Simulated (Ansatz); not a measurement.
The starting structures come from a database of crystals and need not be the phases stable at ambient conditions.

By PBEsol, the system below comes out a metal.

Without scattering a metal conducts by its projected Fermi surface.

Here is the system:

```
CELL_PARAMETERS angstrom
      4.28765     0.00000     0.00000
     -2.14382     3.71321     0.00000
      2.14382     1.23774     3.50085
ATOMIC_POSITIONS crystal
  Li 0.50000 0.75000 0.75000
  Li 0.00000 0.00000 0.00000
  Zn 0.50000 0.25000 0.25000
  Zn 0.00000 0.50000 0.50000
```

Space group of this cell: Fd-3m. The cell is taken as given.

The current flows along the normal of the first two printed cell vectors, the (111) plane of the conventional cell. No spin-orbit coupling; the value is a mean over 0.1 eV about the Fermi level.

Give the ballistic conductance per area that PBEsol in Ansatz (a program for electronic structure) yields.

0.91 × 10¹⁵ S/m² for both spins.
